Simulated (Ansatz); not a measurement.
The starting structures come from a database of crystals and need not be the phases stable at ambient conditions.

The decay constant κ of evanescent states in the gap governs leakage through a thin film.

Consider the following.

```
CELL_PARAMETERS angstrom
      4.25023     0.00000     0.00000
      0.00000     4.42520     0.00000
      0.00000     2.21260     4.02356
ATOMIC_POSITIONS crystal
  Cs 0.00000 0.01467 0.97066
  H  0.50000 0.44153 0.11694
  H  0.50000 0.92882 0.52388
  H  0.50000 0.54730 0.52388
  O  0.50000 0.32049 0.35902
  O  0.50000 0.66594 0.66812
```

Space group of this cell: Amm2. The cell is taken as given.

Transport runs along the normal of the first two printed cell vectors.

The gap is the functional's own. No spin-orbit coupling. Mid-gap values are interpolated on the energy grid.

Problem. Give the band gap and the smallest decay constant κ at mid-gap that r2SCAN (Ansatz, a first-principles code) yields.

Solution. Gap 5.05 eV on a 8×8×8 mesh; κ = 0.433 1/Å, at the zone centre.
